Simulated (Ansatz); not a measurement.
Functionals compared on the (212) surface of tetragonal indium in its 1x1 cell, outermost plane spacing 0.64 Å in the ideal cut, in Ansatz (plane waves, PAW). The structure was relaxed with PBE; the other rows are single points on it. Cutoff 420 eV (500 eV for r2SCAN).

Slab: 17 atoms, 10.2 Å thick at the start (thin: gaps and levels are the slab's own); k 7x5x1, smearing 0.1 eV, dipole-corrected; all atoms relaxed; symmetry of the start imposed; no spin, no spin-orbit, no U. These notes are the PBE run's.

```csv
functional,work function of the top face (eV),rough cost of the single point
PBE,3.86,–
LDA,4.13,very roughly 4 core-minutes
PBEsol,3.95,roughly 4 core-minutes
RPBE,3.74,roughly 4 core-minutes
r2SCAN,4.00,around 9 core-minutes (rough)
```

Ansatz is a first-principles code.
